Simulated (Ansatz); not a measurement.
The starting structures come from a database of crystals and need not be the phases stable at ambient conditions.

 Where the default PAW files enter, the runs use the earlier of Ansatz's two default sets.

By PBEsol, the system below comes out a metal.

The ballistic (Sharvin) conductance counts the channels at the Fermi level: G/A = (e²/h) × channels of both spins per area.

Given:

```xyz
4
Lattice="4.0510 0.0000 0.0000 -2.0255 5.6993 0.0000 2.0255 0.0000 5.6993" Properties=species:S:1:pos:R:3 pbc="T T T"
Sb     4.0510     1.1255     2.8496
Sb     0.0000     4.5738     2.8496
Sb     2.0255     2.8496     4.5738
Sb     2.0255     2.8496     1.1255
```

Space group of this cell: I4/mcm. The cell is taken as given; by PBEsol its mean pressure is -0.7 GPa.

The current flows along the normal of the first two printed cell vectors, the (110) plane of the conventional cell. No spin-orbit coupling; the value is a mean over 0.1 eV about the Fermi level.

Problem. Compute, with Ansatz (a program for electronic structure) with PBEsol, the ballistic conductance per area.

Solution. 0.46 × 10¹⁵ S/m² for both spins.
